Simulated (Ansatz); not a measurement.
**Band gap of K3AgSn3Se8 (P4/nbm, No. 125; structure not from a measured cell) at several levels of theory**

No measured value is used here.

| level (code) | value (eV) |
|---|---|
| LDA (Ansatz) | 1.01 |
| PBEsol (Ansatz) | 1.10 |
| r²SCAN+SOC (Ansatz) | 1.40 (indirect) |
| HSE06 (Ansatz) | 2.01 |
| PBE0 (Ansatz) | 2.67 |

Computed values are for a static lattice. Spin–orbit coupling is included only where a level's name says +SOC; with heavier elements it mostly lowers gaps and can invert bands.  Values are at the PBEsol cell. Cutoffs and k meshes differ between the levels. Ansatz's density-functional and Hartree–Fock values are scalar-relativistic unless marked +SOC, with PAW data made under PBE.

Ansatz is a quantum-chemistry and plane-wave program.
